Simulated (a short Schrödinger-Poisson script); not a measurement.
**Symmetric double-gate stack, SiO2 on p-type Si(110)**

Stack: symmetric double-gate stack, SiO2 on p-type Si(110), at 400 K.

```tsv
layer	material	thickness (nm)	Na (cm⁻³)
1	SiO2	1.9	-
2	Si	14	3e16
3	SiO2	1.9	-
```

The device is made up for the run: typed textbook-type constants, with dimensions and the other settings drawn at random. SiO2: permittivity 3.9, conduction-band edge (eV) 3.15, gap (eV) 9, electron mass (mₑ) 0.5. Si: permittivity 11.7, conduction-band edge (eV) 0, gap (eV) 1.124, Nv at 300 K (cm⁻³) 3.1e19.

Channel valleys (confinement mass, in-plane density-of-states mass, number): Δ4 0.315, 0.324, 4; Δ2 0.19, 0.417, 2. At the gates, both at one voltage, the conduction-band edge of layer 1 lies 3.58 eV − eVg above the Fermi level of the channel. Gaps are held at their typed values at every temperature. Mesh 0.03 nm at interfaces.

Solved with a short Schrödinger-Poisson script written for these runs: 1D Poisson equation in equilibrium, electrons quantum, Hartree (BenDaniel-Duke, 12 states a valley, the channel's in-plane mass for all, wave functions free to enter the dielectric), parabolic valleys, classical holes, full ionisation, no traps, pinning or gate leakage.

```csv
Vg (V),electrons (cm⁻²),C (μF/cm²),Δ4 E0 (meV),Δ4 E1 (meV),Δ2 E0 (meV),Δ2 E1 (meV)
-0.1,8.96e6,< 0.003,538.5,555.4,541.8,568.7
0,1.63e8,< 0.003,438.5,455.4,441.9,468.7
0.1,2.95e9,0.0138,338.7,355.6,342.0,368.9
0.2,4.90e10,0.210,242.0,258.6,245.3,271.9
0.3,4.24e11,1.08,168.5,183.1,171.7,196.3
0.4,1.34e12,1.77,130.6,141.2,134.1,154.4
0.5,2.57e12,2.12,109.4,116.4,113.8,129.7
0.6,3.96e12,2.34,94.8,99.1,100.7,113.0
0.7,5.47e12,2.49,83.3,86.0,91.0,100.6
0.8,7.06e12,2.60,73.7,75.4,83.3,90.9
0.9,8.71e12,2.69,65.4,66.5,76.9,82.9
1,1.04e13,2.75,58.1,58.9,71.4,76.2
1.1,1.21e13,2.81,51.7,52.2,66.4,70.4
1.2,1.39e13,2.86,45.9,46.3,62.0,65.3
1.3,1.57e13,2.90,40.6,40.9,58.0,60.7
1.4,1.75e13,2.93,35.7,36.0,54.3,56.6
1.5,1.94e13,2.96,31.2,31.4,50.9,52.9
1.6,2.12e13,2.99,27.1,27.2,47.7,49.4
1.7,2.31e13,3.01,23.1,23.3,44.7,46.2
1.8,2.50e13,3.03,19.5,19.5,41.9,43.2
1.9,2.69e13,3.05,16.0,16.0,39.2,40.4
```

Subbands count from the Fermi level. The capacitance is that of both gates.
